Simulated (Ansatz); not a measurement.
The parent structure is AlV$_{2}$C (space group P6_3/mmc, No. 194; a = 2.905 Å, c = 13.134 Å).

(Cell as relaxed with PBE.)

Levels (all Ansatz, an electronic-structure program, PAW, earlier PAW set): PBE (420 eV, no SOC); r2SCAN (500 eV, no spin-orbit coupling).

Each level relaxes its own structure.

```tsv
base	PBE	r2SCAN
volume per atom	12.00 Å³	11.83 Å³
lattice parameter a	2.905 Å	2.886 Å
band gap	zero	zero
```

Now apply this change: a hydrostatic pressure of 5 GPa.

| quantity | PBE | r2SCAN |
|---|---|---|
| c/a ratio | 4.523 | … |
| shortest interatomic distance | 2.005 Å | … |

Task: What does r2SCAN give?

Result: 
- c/a ratio, r2SCAN: 4.549
- shortest interatomic distance, r2SCAN: 1.999 Å

PBE's c/a ratio lies 0.026 below r2SCAN's; PBE's shortest interatomic distance lies 0.0054 Å above r2SCAN's (0.3 %). Neither level is exact; r2SCAN is the comparison here, not a measurement.

Load acts through the strain it causes; cell and atoms are relaxed under it. Stability against distortions was not tested. Competing high-pressure phases were not computed. Starting moments died away, wholly or in part, for the base; another magnetic solution may exist. All final runs are without spin polarisation.
